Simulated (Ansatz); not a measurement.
White tin (β-Sn) was calculated with r²SCAN+rVV10 in Ansatz (PAW).

Settings: plane-wave cutoff 560 eV, 20×20×20 k mesh, Fermi–Dirac smearing 0.05 eV, scalar-relativistic PAW data made under PBE.

Cell (relaxed at this level):

```cif
data_Sn2
_chemical_formula_sum 'Sn2'
_space_group_name_H-M_alt 'P 1'
_space_group_IT_number 1
_cell_length_a 4.43105
_cell_length_b 4.43105
_cell_length_c 4.43105
_cell_angle_alpha 97.345
_cell_angle_beta 97.345
_cell_angle_gamma 138.101
loop_
_space_group_symop_operation_xyz
  'x, y, z'
loop_
_atom_site_label
_atom_site_type_symbol
_atom_site_fract_x
_atom_site_fract_y
_atom_site_fract_z
_atom_site_occupancy
Sn1 Sn 0.25000 0.75000 0.50000 1
Sn2 Sn 0.00000 0.00000 0.00000 1
```

Problem. Give the computed bulk modulus B0 and pressure derivative B′ of the bulk modulus.

Solution. 
- bulk modulus B0: 57.4 GPa
- pressure derivative B′ of the bulk modulus: 4.8

The run finds no gap.

Measured, for comparison: bulk modulus 57.0 GPa (temperature not stated, not corrected to a static lattice; as tabulated in Chen et al. (2023), arXiv:2209.05059). Computed (rounded) less measured: bulk modulus +0.7 %.

Note: the bulk modulus comes from volumes at which shape and atoms were relaxed.

Spin–orbit coupling is not included.

The computed numbers hold no vibrational or temperature effects.

Ansatz is a quantum-chemistry and plane-wave program.
